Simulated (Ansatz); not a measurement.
**CaO under a change: tensor shear ε_xy = +1.14 %**

The reference is CaO in the rock salt structure (space group Fm-3m, No. 225; a = 4.7671 Å). Axes: x, y, z lie along the cube axes.

Now apply this change: a pure shear with ε_xy = ε_yx = 0.0114, atoms relaxed at fixed cell.

Calculations: Kohn–Sham DFT with the PBEsol functional, run in Ansatz (a quantum-chemistry and plane-wave program) with PAW and 420 eV plane waves, no spin-orbit coupling. Settings: 12×12×12 k-points, 0.05 eV Fermi–Dirac smearing.

The volume per atom is still 13.54 Å³ and the space group becomes Immm (No. 71) (base: Fm-3m (No. 225)). The energy increases by 1.7 meV/atom and the pressure (mean of the normal stresses, compression positive) is still 0.00 GPa. The band gap falls by 0.04 eV (3.54 eV → 3.50 eV) and the gap character amounts to indirect, Γ → X. The electron mass stays 1.4 mₑ along k, 0.42 mₑ across (at X) and the valence-band top at Γ (three highest levels, from the VBM) becomes 0.00, -0.04, -0.08 eV (base: 0.00, 0.00, 0.00 eV). The stress (xx, yy, zz, yz, xz, xy; compression positive) comes out as (0.01, 0.01, -0.04, 0.00, 0.00, -1.77) GPa.

Final structure:

```
CaO
1.0
    0.02717     2.38356     2.38356
    2.38356     0.02717     2.38356
    2.41073     2.41073     0.00000
Ca O
1 1
Direct
  0.00000   0.00000   0.00000
  0.50000   0.50000   0.50000
```

The cells carry an imposed strain or load. Masses are band curvatures over ±0.01 Å⁻¹ around the edge. Along k means along the line from Γ to the band edge. Whether these cells are dynamically stable was not tested. Labels are those of the standard path for the cell's own space group.
